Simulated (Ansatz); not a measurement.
Start from P (space group I4_132, No. 214; a hypothetical phase, not in the database extracts checked).

```
CELL_PARAMETERS angstrom
     -3.05083     3.05083     3.05083
      3.05083    -3.05083     3.05083
      3.05083     3.05083    -3.05083
ATOMIC_POSITIONS crystal
  P  0.00000 0.25000 0.50000
  P  0.25000 0.50000 0.00000
  P  0.50000 0.00000 0.25000
  P  0.25000 0.25000 0.25000
```

All numbers come from Ansatz (a program for electronic structure) PBE, scalar-relativistic without spin-orbit coupling.

Base values:

Lattice parameter a: 6.102 Å

One thing is altered: a hydrostatic pressure of 7.5 GPa.

**Question.** Predict the new lattice parameter a.

**Answer.** The lattice parameter a shrinks by 0.266 Å to 5.836 Å.

Load acts through the strain it causes; cell and atoms are relaxed under it. Whether these cells are dynamically stable was not tested. Competing high-pressure phases were not computed.
